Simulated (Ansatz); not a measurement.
**Several settings converged on NiAl (P4mm, 2 atoms in the cell)**

```yaml
crystal:
  lattice:
    - [2.88133, 0.00000, 0.00000]
    - [0.00000, 2.88133, 0.00000]
    - [0.00000, 0.00000, 2.88133]
  atoms:
    - { symbol: Al, position: [0.50000, 0.50000, 0.51735] }
    - { symbol: Ni, position: [0.00000, 0.00000, 0.00000] }
```

Base method: LDA (PW92), PAW files made with PBE (plane waves; Ansatz, a program for electronic structure).

Base settings: basis.ecutwfc = 420 eV; kpoints.mp_grid.grid = 11 11 11; hamiltonian.xc = lda; hamiltonian.pseudopotentials = {kind: paw} (the program's default PAW files); scf.occupations.method = fermi_dirac; scf.occupations.width = 0.1 eV.

The count of work is k-points × plane waves × bands × iterations; it is no time. 

**The width of Fermi-Dirac smearing**

In this ladder: kpoints.mp_grid.grid = 18 18 18.

Narrow widths need finer meshes than wide ones, so the last steps can hold mesh noise.

Only quantities that move along the ladder and can be compared are tabulated; pressure and forces are left out, as mesh noise rules them at narrow widths.

| scf.occupations.width | free energy less the last step's (meV/atom) | energy extrapolated to zero width less the last step's (meV/atom) |
|---|---|---|
| 1 eV | -777.57 | 66.89 |
| 0.5 eV | -169.61 | 8.22 |
| 0.3 eV | -55.51 | -0.04 |
| 0.2 eV | -20.87 | 0.19 |
| 0.1 eV | 0.00 | 0.00 |

Widest scf.occupations.width that holds the energy extrapolated to zero width within 1 meV/atom of the last step, with all finer ones: 0.3 eV; the step before is off by 8.2 meV/atom.

Widest scf.occupations.width that holds the free energy within 5 meV/atom: not settled: the last two steps still differ by 21 meV/atom, over half the tolerance, so the ladder does not show it.

The extrapolation to zero width removes most of the smearing's effect on the energy.

**The width of Methfessel-Paxton smearing**

In this ladder: kpoints.mp_grid.grid = 18 18 18; scf.occupations.method = methfessel_paxton.

Narrow widths need finer meshes than wide ones, so the last steps can hold mesh noise.

Only quantities that move along the ladder and can be compared are tabulated; pressure and forces are left out, as mesh noise rules them at narrow widths.

| scf.occupations.width | free energy less the last step's (meV/atom) |
|---|---|
| 1 eV | 3.60 |
| 0.5 eV | 1.53 |
| 0.3 eV | 0.52 |
| 0.2 eV | 0.21 |
| 0.1 eV | 0.02 |
| 0.05 eV | 0.00 |

Widest scf.occupations.width that holds the free energy within 2 meV/atom of the last step, with all finer ones: 0.5 eV; the step before is off by 3.6 meV/atom.

**The mesh under tetrahedron occupations**

In this ladder: scf.occupations.method = tetrahedron; scf.occupations.width = default.

Only quantities that move along the ladder and can be compared are tabulated.

| kpoints.mp_grid.grid | free energy less the last step's (meV/atom) | pressure (GPa) | count of work / last |
|---|---|---|---|
| 5 5 5 | -55.75 | -8.75 | 0.012 |
| 6 6 6 | 2.95 | -8.44 | 0.027 |
| 7 7 7 | -3.58 | -8.62 | 0.027 |
| 9 9 9 | -0.40 | -8.48 | 0.051 |
| 11 11 11 | -1.17 | -8.48 | 0.086 |
| 14 14 14 | -0.47 | -8.46 | 0.20 |
| 17 17 17 | -0.29 | -8.46 | 0.28 |
| 21 21 21 | -0.06 | -8.45 | 0.49 |
| 26 26 26 | 0.00 | -8.45 | 1.0 |

Coarsest kpoints.mp_grid.grid that holds the pressure within 0.1 GPa of the last step, with all finer ones: 9 9 9, at 0.051 of the last step's count of work; the step before is off by 0.17 GPa.

Coarsest kpoints.mp_grid.grid that holds the free energy within 5 meV/atom of the last step, with all finer ones: 6 6 6, at 0.027 of the last step's count of work; the step before is off by 56 meV/atom.

On the base run: the starting cell has typed, rounded lattice constants, without a prior relaxation at this level. Its lattice was rescaled by up to half a per cent. One atom was moved a little off its site on purpose. Spin polarisation is off. In the base run, with a pressure of about -8 GPa the cell is away from its equilibrium volume at this level. Ansatz's pressure includes its estimate of the finite-basis (Pulay) stress.

Left out of this page: 4 runs of the series outside the window shown, repeating another row's setting, or not comparable.

Keys are those of Ansatz 0.2.
